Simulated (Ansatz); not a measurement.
Take GaSb in the zinc blende structure (space group F-43m, No. 216; a = 6.049 Å) as the base.

Calculations: LDA (Ansatz, a first-principles code; PAW; 420 eV plane waves; scalar-relativistic without spin-orbit coupling).

Strains are applied to the cell and any free atomic positions relax.

One change was made to it. Results:

The pressure goes from zero to 6.32 GPa; the energy grows by 44 meV/atom.

Which of these changes matches the shifts?
(A) isotropic strain −1.50 %
(B) isotropic strain −3.00 %
(C) isotropic strain +0.50 %

B, isotropic strain −3.00 %. For comparison, the energy relative to the base in the other runs: isotropic strain −1.50 % gives +10 meV/atom; isotropic strain +0.50 % gives +1.0 meV/atom.

Whether these cells are dynamically stable was not tested. The final runs are not spin-polarised.
